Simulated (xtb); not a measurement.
xtb 6.7.1, GFN1-xTB: c1ccc2cc(-c3ccc(-c4ccc5c(c4)oc4ccccc45)cc3)ccc2c1, 47 atoms. The geometry is a generated start, not checked to be a minimum at this level.

```json
{
 "method": "GFN1-xTB",
 "--acc": "1 (default)",
 "--etemp (K)": "300 (default)",
 "detailed input (--input)": "none: ANC optimiser, Lindh (1995) Hessian, microcycle=20, maxdispl=1.0, hlow=0.01 (default)",
 "basis_functions": "152",
 "valence_electrons": "136"
}
```

The structure is relaxed from this start with --opt LEVEL for the levels crude, sloppy, loose, lax, normal, tight, vtight, extreme, once each. Up to the end of the extreme run atoms move by at most 0.38 Å along an axis.

**Question.** Which level is enough to come within 20 meV of the tightest end point?

**Answer.** sloppy: 10 cycles against 39, ending 7.9 meV above.

| level | cycles | energy above the extreme run (meV) | gradient norm (eV/Å) |
|---|---|---|---|
| crude | 4 | 33 | 0.39 |
| sloppy | 10 | 7.9 | 0.14 |
| loose | 13 | 3.2 | 0.067 |
| lax | 16 | 1.1 | 0.043 |
| normal | 20 | 0.10 | 0.016 |
| tight | 21 | 0.080 | 0.030 |
| vtight | 36 | under 0.01 | 0.0015 |
| extreme | 39 | — | 0.0011 |
